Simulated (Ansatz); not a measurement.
The reference is Ga$_{2}$O$_{3}$ in the corundum structure (space group R-3c, No. 167; a = 5.058 Å, c = 13.623 Å (hexagonal axes)).

Computed with PBE in Ansatz (plane waves to 420 eV, PAW, spin-orbit coupling left out).

Before the change:

* **c/a ratio**: 2.694
* **Band gap**: 2.40 eV

It is then changed as follows: a negative pressure, −1 GPa.

Task: How does this affect the c/a ratio?

Result: The c/a ratio stays essentially unchanged (2.694 against 2.695).

Task: What does the calculation give for the band gap after the change?

Result: The band gap decreases by 0.05 eV (2.40 eV → 2.35 eV).

Load acts through the strain it causes; cell and atoms are relaxed under it. No phonon test of stability was made.

Ansatz is a first-principles code.
